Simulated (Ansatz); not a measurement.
In a (10,0) ZnO nanotube, the lowest empty band has its minimum at Γ and lies 0.017 eV higher 0.0347 Å⁻¹ away along the axis.

The numbers are results of PBE (plane waves to 420 eV, PAW; Ansatz, a first-principles code), not measurements. Mesh 1×1×6. No spin polarisation. One-dimensional cell, images about 11 Å apart. A hypothetical model, rolled from the flat sheet. Symmetry and one short period hold its shape; lower forms weren't sought.

Task: Estimate the electron mass along the axis.

Result: For a parabola ΔE = ħ²Δk²/2m, and ħ²/2mₑ = 3.810 eV Å². So m/mₑ = 3.810 × 0.0347²/0.017 = 0.27. The curvature over a step a third as long gives 0.28; the band is close to a parabola here.
